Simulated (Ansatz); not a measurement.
The reference is TaGe2 in the fluorite structure (space group Fm-3m, No. 225; a = 6.230 Å; a hypothetical phase, not in the database extracts checked). Axes: x, y, z lie along the cube axes.

Calculations: Kohn–Sham DFT with the r2SCAN functional, run in Ansatz (a quantum-chemistry and plane-wave program) with PAW and 500 eV plane waves, no spin-orbit coupling.

Base values:

| Quantity | Value |
|---|---|
| Shortest interatomic distance | 2.698 Å |

Modification: a free-standing slab of 5 layers (15 atoms, 3 a layer) is cut normal to [111], with 15 Å of vacuum and the in-plane cell held at bulk.

### Question
What happens to the excess energy per area of both faces?

### Answer
The excess energy per area of both faces (slab less bulk energy over the cell's area: twice a surface energy) is 0.6 J/m² (uncertain by up to 0.1 J/m²).

### Question
Estimate the effect on the change of the spacing d23 from its bulk value of 0.899 Å.

### Answer
The change of the spacing d23 from its bulk value of 0.899 Å comes out as +55.3 %.

### Question
Predict the new change of the spacing d12 from its bulk value of 0.899 Å.

### Answer
The change of the spacing d12 from its bulk value of 0.899 Å is -22.8 %.

### Question
How does this affect the shortest interatomic distance?

### Answer
The shortest interatomic distance decreases by 0.1314 Å (2.698 Å → 2.566 Å).

Slab and bulk use different k-meshes, which limits the precision of the excess energy. No phonon test of stability was made. The final runs are not spin-polarised. An odd electron count without spin: TaGe2. TaGe2 has a high density of states at the Fermi level and may be magnetic at this level.
